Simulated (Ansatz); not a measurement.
Consider VBiO$_{4}$ (space group I4_1/a, No. 88; a = 5.1214 Å, c = 11.6213 Å).

Structures relaxed with plane-wave PAW DFT at the r2SCAN level (Ansatz, a first-principles code, 500 eV), without spin-orbit coupling.

Base:

Simulated powder pattern, Cu Kα, λ = 1.54184 Å (kinematic, ideal powder, no thermal factors, no anomalous dispersion; the 14 strongest lines at most, above 2 %, up to 2θ = 90°):

```csv
2θ (°),I/Imax (%),hkl
18.94,42,(101)
28.90,13,(103)
29.05,100,(112)
30.78,17,(004)
35.04,22,(200)
40.13,19,(121)
42.72,9.4,(105)
46.04,14,(213)
47.32,29,(204)
50.40,12,(220)
53.66,18,(116)
59.23,27,(312)
60.22,13,(224)
76.70,13,(136)
```

After one change:

Simulated powder pattern, Cu Kα, λ = 1.54184 Å (kinematic, ideal powder, no thermal factors, no anomalous dispersion; the 14 strongest lines at most, above 2 %, up to 2θ = 90°):

```tsv
2θ (°)	I/Imax (%)
18.89	42
28.82	13
28.98	100
30.68	17
34.97	22
40.04	19
42.59	9.4
45.92	15
47.19	29
50.29	12
53.50	18
59.09	27
60.07	13
76.48	13
```

**Question.** What was done to the base?
(A) pressure −1 GPa
(B) pressure −2 GPa
(C) pressure 0.9 GPa
(D) pressure 2.1 GPa

**Answer.** A, pressure −1 GPa. Its volume per atom is 12.79 Å³ against 12.70 Å³, and its space group is I4_1/a (No. 88).

Load acts through the strain it causes; cell and atoms are relaxed under it. Whether these cells are dynamically stable was not tested. Starting moments died away, wholly or in part, for the base; another magnetic solution may exist. All final runs are without spin polarisation.
